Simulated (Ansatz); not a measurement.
The starting structures come from a database of crystals and need not be the phases stable at ambient conditions.

Inside the gap of an insulator the Bloch states are evanescent, with a wavenumber k + iκ along the transport direction.

Data:

```
LiTaO3
1.0
    4.92779     0.00000     0.00000
    0.00000    10.68733     0.00000
    0.00000    -3.84982     5.13061
Li Ta O
4 4 12
Direct
  0.00000   0.00000   0.50000
  0.50000   0.00000   0.00000
  0.50000   0.50000   0.50000
  0.00000   0.50000   0.00000
  0.53779   0.25000   0.93717
  0.46221   0.75000   0.06283
  0.03779   0.75000   0.56283
  0.96221   0.25000   0.43717
  0.68792   0.25000   0.21594
  0.31208   0.75000   0.78406
  0.18792   0.75000   0.28406
  0.81208   0.25000   0.71594
  0.18197   0.08047   0.26252
  0.81803   0.91953   0.73748
  0.68197   0.91953   0.23748
  0.31803   0.08047   0.76252
  0.31803   0.41953   0.10158
  0.68197   0.58047   0.89842
  0.81803   0.58047   0.39842
  0.18197   0.41953   0.60158
```

Space group of this cell: Pnma. The cell is taken as given; by PBEsol its mean pressure is -5.2 GPa.

Transport runs along the normal of the first two printed cell vectors.

The gap is the functional's own, uncorrected, and κ follows it; spin-orbit coupling is left out. Mid-gap values are interpolated between the computed energies.

Question: Predict the band gap and the smallest decay constant κ at mid-gap from PBEsol in Ansatz (an electronic-structure program).

Answer: Gap 3.47 eV on a 6×6×6 mesh; κ = 0.453 1/Å, at the zone centre.
